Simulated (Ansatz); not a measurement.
```yaml
crystal:
  lattice:
    - [3.05845, 0.00000, 0.00000]
    - [-1.52923, 2.64870, 0.00000]
    - [0.00000, 0.00000, 10.31236]
  atoms:
    - { symbol: Si, position: [0.00000, 0.00000, 0.49963] }
    - { symbol: Si, position: [0.00000, 0.00000, 0.99963] }
    - { symbol: Si, position: [0.33333, 0.66667, 0.24972] }
    - { symbol: Si, position: [0.66667, 0.33333, 0.74972] }
    - { symbol: C, position: [0.00000, 0.00000, 0.31343] }
    - { symbol: C, position: [0.00000, 0.00000, 0.81343] }
    - { symbol: C, position: [0.33333, 0.66667, 0.06285] }
    - { symbol: C, position: [0.66667, 0.33333, 0.56285] }
```

No spin polarisation.

Calculations: plane-wave PAW DFT at the LDA level (Ansatz, a program for electronic structure, 420 eV), scalar-relativistic without spin-orbit coupling. k-mesh 12×12×4 (Γ-centred); smearing 0.05 eV (Fermi–Dirac).

Q: Predict the gap character, band gap and pressure.

A: 
* **Gap character**: indirect, Γ → M
* **Band gap**: 1.99 eV
* **Pressure (mean of the normal stresses, compression positive)**: -6.26 GPa

The cells carry an imposed strain or load. Whether these cells are dynamically stable was not tested. The cell was made from SiC (space group P6_3mc, No. 186) by this change: uniaxial strain ε_zz = +3.00 %.
